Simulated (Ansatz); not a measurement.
The parent structure is SiC in the zinc blende structure (space group F-43m, No. 216; a = 4.356 Å). Axes: x, y, z lie along the cube axes.

All numbers come from DFT with r2SCAN, PAW potentials and a 500 eV plane-wave cutoff in Ansatz (a quantum-chemistry and plane-wave program), no spin-orbit coupling.

Strains are applied to the cell and any free atomic positions relax.

One change was made to it. Results:

```json
[
 {"quantity": "pressure (mean of the normal stresses, compression positive)", "base": "0.00 GPa", "after": "0.25 GPa"},
 {"quantity": "valence-band top at Γ (three highest levels, from the VBM)", "base": "0.00, 0.00, 0.00 eV", "after": "0.00, -0.22, -0.39 eV"},
 {"quantity": "smallest direct gap", "base": "5.05 eV", "after": "4.59 eV"},
 {"quantity": "shortest interatomic distance", "base": "1.886 Å", "after": "1.870 Å"}
]
```

### Question
What was done to the base?
A) tensor shear ε_xy = +0.86 %
B) tensor shear ε_xy = +1.14 %
C) tensor shear ε_xy = +2.00 %

### Answer
C, tensor shear ε_xy = +2.00 %. For comparison, the valence-band top at Γ in the other runs: tensor shear ε_xy = +0.86 % gives 0.00, -0.09, -0.17 eV; tensor shear ε_xy = +1.14 % gives 0.00, -0.12, -0.22 eV.

No phonon test of stability was made.
